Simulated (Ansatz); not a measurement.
# Effective masses and thermopower of BP (F-43m)

```
CELL_PARAMETERS angstrom
      0.00000     2.22024     2.22024
      2.22024     0.00000     2.22024
      2.22024     2.22024     0.00000
ATOMIC_POSITIONS crystal
  B  0.00000 0.00000 0.00000
  P  0.25000 0.25000 0.25000
```

Calculation: PBEsol with spin-orbit coupling, rigid bands (plane waves, PAW; Ansatz, a quantum-chemistry and plane-wave program). Condition of this run: hydrostatic pressure 10 GPa (the target of the relaxation). How the cell was made: cell and atoms relaxed with PBEsol, then loaded as said.

The band gap comes out as 1.02 eV, the electron conductivity mass (300 K, dilute) comes out as 0.34 mₑ and the hole conductivity mass (300 K, dilute) comes out as 0.43 mₑ. The effective density of states N_c (300 K) comes out as 4.4e19 cm⁻³ and the effective density of states N_v (300 K) comes out as 2.6e19 cm⁻³. The density-of-states mass, electrons is 1.45 mₑ. The density-of-states mass, holes is 1.02 mₑ. The Seebeck coefficient, n-type 1e19 cm⁻³, 300 K is -341 μV/K and the best n-type power factor at 300 K for τ = 10 fs (best axis; densities from 1e16 to 1e21 cm⁻³ tried, whether or not they can be reached) is 20.0 μW/(cm·K²) at 1e20 cm⁻³. The Seebeck coefficient, p-type 1e19 cm⁻³, 300 K comes out as 329 μV/K and the best p-type power factor at 300 K for τ = 10 fs (best axis; densities from 1e16 to 1e21 cm⁻³ tried, whether or not they can be reached) comes out as 15.2 μW/(cm·K²) at 1e20 cm⁻³.

Rigid bands; masses and Seebeck coefficients take one relaxation time τ for all states and one kind of carrier; polarons and phonon drag are left out.
